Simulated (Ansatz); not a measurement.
The reference is AlN in the rock salt structure (space group Fm-3m, No. 225; a = 4.045 Å; a model cell, its experimental status unchecked). Axes: x, y, z lie along the cube axes.

One thing is altered: uniaxial stress, 5 GPa tension along x, with the cell and atoms free to relax against it.

Levels (all Ansatz, a quantum-chemistry and plane-wave program, PAW): PBEsol (420 eV, no SOC); r2SCAN (500 eV, no spin-orbit coupling).

The geometry is relaxed with PBEsol.

| Item | Value |
|---|---|
| PBEsol pressure | -16.6 kbar |
| PBEsol electron mass | 0.57 mₑ along k, 0.33 mₑ across (at X) |
| PBEsol band gap | 4.34 eV |
| PBEsol gap character | indirect, Γ → X |

With r2SCAN at the same geometry, the pressure drops by 15.7 kbar, from -16.6 kbar to -32.3 kbar; the electron mass becomes 0.55 mₑ along k, 0.34 mₑ across (at X) (PBEsol: 0.57 mₑ along k, 0.33 mₑ across (at X)); the band gap grows by 0.91 eV (4.34 eV → 5.25 eV); the gap character is still indirect, Γ → X.

Single points use the geometry relaxed with PBEsol. Their cutoffs differ, which shifts pressures a little. Load acts through the strain it causes; cell and atoms are relaxed under it. Masses are band curvatures over ±0.01 Å⁻¹ around the edge. Along k means along the line from Γ to the band edge. Stability under load was not tested beyond the relaxation. The base started in Pnma and relaxed to Fm-3m at this level. This is not the structure that AlN has at room temperature and ambient pressure. k-point labels follow each cell's own Brillouin zone.
